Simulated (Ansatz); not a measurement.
Consider Ag2O (space group Pn-3m, No. 224; a = 4.812 Å).

Method: PBE (Ansatz, a quantum-chemistry and plane-wave program), no spin-orbit coupling.

For the base:

- Pressure = 0.0 GPa
- Band gap = zero

Now apply this change: an isotropic linear strain of +2.40 %; the atoms relax in the strained cell.

Q: How does this affect the pressure, energy relative to the base and band gap?

A: The pressure goes from zero to -4.1 GPa; the energy grows by 19 meV/atom; the band gap stays zero.

A case with no gap was solved on a k-mesh chosen for an insulator, which is coarse for it. Stability against distortions was not tested. No Hubbard U is applied, and correlation can decide whether such a compound is a metal. All final runs are without spin polarisation. A zero or small gap of Ag2O can be the functional's error rather than a property of the material.
